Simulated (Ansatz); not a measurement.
Worked example: self-consistent single point of LuNiGe₂ (Cmcm, 8 atoms in the cell) in Ansatz (a quantum-chemistry and plane-wave program).

Level of theory: LDA (PW92), PAW files made with PBE (plane waves; Ansatz).

```
LuNiGe2
1.0
    1.96018    -8.35961     0.00000
    1.96018     8.35961     0.00000
    0.00000     0.00000     4.02643
Lu Ni Ge
2 2 4
Direct
  0.89204   0.10796   0.25000
  0.10796   0.89204   0.75000
  0.67516   0.32484   0.25000
  0.32484   0.67516   0.75000
  0.54140   0.45860   0.25000
  0.45860   0.54140   0.75000
  0.25185   0.74815   0.25000
  0.74815   0.25185   0.75000
```

Reference input (self-consistent single point, DFT, LDA (PW92), plane waves, PAW files made with PBE): kpoints.mp_grid.grid = 7 7 7; hamiltonian.xc = lda; hamiltonian.pseudopotentials = {kind: paw} (the program's default PAW files); scf.occupations.method = cold; scf.occupations.width = 0.05 eV. This run's input differs from it in these lines:

Ansatz 0.2 input:
```diff
@@ -16,3 +16,3 @@
 kpoints:
-  mp_grid: { grid: [7, 7, 7] }
+  mp_grid: { grid: [5, 5, 5] }
 hamiltonian:
```

Output (repeated stretches shortened):

```
SCF iter   1: F=—  HF=-57405.343557 eV  |F-HF|=—  |Δ(HF+E_count)|=         —  Δρ=6.49e-2  dr2=1.21e1  ethr=3.10e-3  ⟨swp⟩=5.2  Hψ=9991  notcnv=0  defer=22
all-band conjugate gradients solve this SCF's bands
preconditioner: auto → Kerker (q_TF=auto, 2.762 Å⁻¹)
SCF iter   2: F=—  HF=-57403.425087 eV  |F-HF|=—  |Δ(HF+E_count)|=    1.92e0  S|Δr|=    0.00e0  Δρ=3.36e-2  dr2=4.76e0  ethr=3.10e-3  ⟨swp⟩=3.2  Hψ=4358  notcnv=0  defer=228
   [... lines left out ...]
SCF iter  13: F=—  HF=-57402.150132 eV  |F-HF|=—  |Δ(HF+E_count)|=   2.02e-6  S|Δr|=    0.00e0  Δρ=1.73e-5  dr2=6.97e-7  ethr=1.19e-9  ⟨swp⟩=3.0  Hψ=5229  notcnv=0  defer=231
SCF iter  14: F=—  HF=-57402.150131 eV  |F-HF|=—  |Δ(HF+E_count)|=   4.58e-7  S|Δr|=    0.00e0  Δρ=1.12e-5  dr2=3.05e-7  ethr=4.91e-10  ⟨swp⟩=3.0  Hψ=4241  notcnv=0  defer=231
SCF iter  15: F=-57402.150131 eV  HF=-57402.150131 eV  |F-HF|=2.88e-8  |Δ(HF+E_count)|=   6.85e-8  S|Δr|=    0.00e0  Δρ=3.46e-6  dr2=3.16e-8  ethr=7.04e-11  ⟨swp⟩=14.9  Hψ=17585  notcnv=0
SCF 1 converged in 15 iterations: F = -57402.150131 eV  dr2 = 3.16e-8
Stability not checked (fill_not_monotonic)
Free energy (F): -57402.150131 eV
Internal energy: -57402.148877 eV  (E = F + TS)
E sigma→0 (E₀):  -57402.149713 eV
Entropy (-TS):   -0.001253 eV (-0.157 meV/atom)
Fermi energy:    15.445805 eV
--- Forces (eV/Å), atoms counted from 1 ---
  atom   1  Lu    -0.00000000    -0.10356328    -0.00000000
  atom   2  Lu     0.00000000     0.10356328     0.00000000
  atom   3  Ni    -0.00000000    -0.04831959     0.00000000
  atom   4  Ni     0.00000000     0.04831959    -0.00000000
   [... lines left out ...]
  atom   8  Ge    -0.00000000    -0.04885526     0.00000000
--- Stress (GPa, compression-positive) ---
       -2.330415       0.000000       0.000000
        0.000000      -2.584151      -0.000000
        0.000000      -0.000000      -2.599176
  P = ⅓ Tr σ = -2.5046 GPa (-25.046 kbar)
  The stress holds the Pulay correction. Without it, at fixed plane waves, as pw.x and ABINIT print it: P = -2.5798 GPa
```

The run converged in 15 iterations. Against the reference run the free energy hardly moves (within 1 meV/atom), the pressure hardly changes (-2.59 to -2.50 GPa) and the largest force goes from 0.043 to 0.104 eV/Å.

The starting cell comes from a database of computed structures (which also holds hypothetical and non-ambient phases and stackings), without a prior relaxation at this level. Spin polarisation is off. Ansatz's pressure includes its estimate of the finite-basis (Pulay) stress.
